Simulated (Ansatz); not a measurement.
# H on the 1x1 (110) surface of bcc Mo, one in a 2x2 cell, started at the site 'hollow Mo-Mo-Mo'

The numbers are results of r2SCAN, at the PBE geometry (plane waves to 500 eV, PAW; Ansatz, a program for electronic structure), not measurements.

Set-up: 17 atoms, 6.5 Å thick at the start under the adsorbate (thin: gaps and levels are the slab's own); mesh 6x6x1; 0.1 eV smearing; dipole correction on; single point; on the structure that PBE left under its start's symmetry; no spin, no spin-orbit, no U, no dispersion correction. At the end it is bonded to 3 Mo. In PBE it is, or lies within 0.03 eV of, the lowest of the starts that converged; the order may differ at this level.

```json
{
  "adsorption energy against ½ H2(g) at the same level": "-0.82 eV",
  "work_function_of_the_top_face": "4.61 eV",
  "change_of_the_work_function": "-0.019 eV",
  "change_of_the_step_from_the_bottom_to_the_top_vacuum_level_against_the_clean_slab": "0.008 eV",
  "height of the binding atom over the mean of the host atoms within 0.3 Å of the top one": "1.087 Å",
  "nearest_host_atoms_of_the_binding_atom": "Mo at 1.94 Å, Mo at 2.03 Å, Mo at 2.03 Å",
  "cost": "about 4 core-minutes (a rough figure)"
}
```

A negative adsorption energy means that the adsorbate is more stable on the surface than in its reference.
